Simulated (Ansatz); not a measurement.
Several settings converged on Tl2Pd (P1, 6 atoms in the cell)

```xyz
6
Lattice="4.4362 -3.3931 0.0000 4.4362 3.3931 0.0000 -3.7445 0.0000 4.4383" Properties=species:S:1:pos:R:3 pbc="T T T"
Tl     5.2866     1.1271     0.7887
Tl    -0.1585    -1.1271     3.6996
Tl     1.7137     1.1271     1.4804
Tl     3.4143    -1.1271     2.9579
Pd     3.5001     3.3877     1.1096
Pd     1.6279    -3.3877     3.3287
```

Base method: PBEsol, default PAW files made with PBE (plane waves; Ansatz, an electronic-structure program).

Base settings: basis.ecutwfc = 420 eV; kpoints.mp_grid.grid = 4 4 5; hamiltonian.xc = pbesol; hamiltonian.pseudopotentials = {kind: paw} (the program's default PAW files); scf.occupations.method = fermi_dirac; scf.occupations.width = 0.1 eV.

The count of work is k-points × plane waves × bands × iterations; it is no time. Core times come from one kind of shared machine, to one figure; runs under 30 s give none.

**The k-point mesh**

The second cell is the first with its lattice scaled by 0.98.

Only quantities that move along the ladder and can be compared are tabulated.

| kpoints.mp_grid.grid | free energy less the last step's (meV/atom) | energy of the compressed cell less the first (meV/atom) | pressure (GPa) | largest difference of a force vector from the last step's (eV/Å) | count of work / last |
|---|---|---|---|---|---|
| 1 1 2 | 696.64 | 37.63 | 2.21 | 1.341 | 0.012 |
| 2 2 2 | -44.21 | -3.44 | -2.74 | 0.089 | 0.041 |
| 2 2 3 | 21.54 | 7.51 | -1.42 | 0.145 | 0.041 |
| 3 3 4 | -21.25 | 1.15 | -2.15 | 0.060 | 0.096 |
| 4 4 5 | 6.07 | 4.20 | -1.77 | 0.039 | 0.21 |
| 5 5 5 | 18.75 | 6.22 | -1.53 | 0.039 | 0.27 |
| 7 7 8 | 0.00 | 4.01 | -1.81 | 0.000 | 1.0 |

Coarsest kpoints.mp_grid.grid that holds the free energy within 5 meV/atom: not settled: the last two steps still differ by 19 meV/atom, over half the tolerance, so the ladder does not show it.

Coarsest kpoints.mp_grid.grid that holds the forces within 0.02 eV/Å: not settled: the last two steps still differ by 0.039 eV/Å, over half the tolerance, so the ladder does not show it.

Coarsest kpoints.mp_grid.grid that holds the pressure within 1 GPa of the last step, with all finer ones: 2 2 2, at 0.041 of the last step's count of work; the step before is off by 4.0 GPa.

**The k-point mesh at a smearing width of 0.02 eV**

In this ladder: scf.occupations.width = 0.02 eV.

Only quantities that move along the ladder and can be compared are tabulated.

| kpoints.mp_grid.grid | free energy less the last step's (meV/atom) | pressure (GPa) | largest difference of a force vector from the last step's (eV/Å) | count of work / last | core time / last (rough) |
|---|---|---|---|---|---|
| 3 3 3 | -43.81 | -2.58 | 0.111 | 0.017 | – |
| 4 4 5 | 8.07 | -1.81 | 0.041 | 0.058 | – |
| 6 6 7 | 3.03 | -1.84 | 0.024 | 0.18 | 0.1 |
| 9 9 10 | -0.91 | -1.90 | 0.010 | 0.56 | 0.5 |
| 11 11 12 | 0.00 | -1.85 | 0.000 | 1.0 | 1 |

Coarsest kpoints.mp_grid.grid that holds the free energy within 2 meV/atom of the last step, with all finer ones: 9 9 10; the step before is off by 3.0 meV/atom.

Coarsest kpoints.mp_grid.grid that holds the pressure within 0.2 GPa of the last step, with all finer ones: 4 4 5, at 0.058 of the last step's count of work; the step before is off by 0.73 GPa.

**The k-point mesh at a smearing width of 0.3 eV**

In this ladder: scf.occupations.width = 0.3 eV.

Only quantities that move along the ladder and can be compared are tabulated.

```tsv
kpoints.mp_grid.grid	free energy less the last step's (meV/atom)	pressure (GPa)	largest difference of a force vector from the last step's (eV/Å)	count of work / last
3 3 3	-25.15	-2.04	0.030	0.034
4 4 5	1.37	-1.36	0.019	0.10
6 6 7	1.13	-1.30	0.005	0.32
9 9 10	0.00	-1.34	0.000	1.0
```

Coarsest kpoints.mp_grid.grid that holds the free energy within 5 meV/atom of the last step, with all finer ones: 4 4 5, at 0.10 of the last step's count of work; the step before is off by 25 meV/atom.

Coarsest kpoints.mp_grid.grid that holds the forces within 0.01 eV/Å: not settled: the last two steps still differ by 0.005 eV/Å, over half the tolerance, so the ladder does not show it.

Coarsest kpoints.mp_grid.grid that holds the pressure within 0.1 GPa of the last step, with all finer ones: 4 4 5, at 0.10 of the last step's count of work; the step before is off by 0.70 GPa.

On the base run: the starting cell comes from a database of computed structures (which also holds hypothetical and non-ambient phases and stackings), without a prior relaxation at this level. Its lattice was rescaled by up to half a per cent. One atom was moved a little off its site on purpose. Spin polarisation is off. Ansatz's pressure includes its estimate of the finite-basis (Pulay) stress.

Keys are those of Ansatz 0.2.
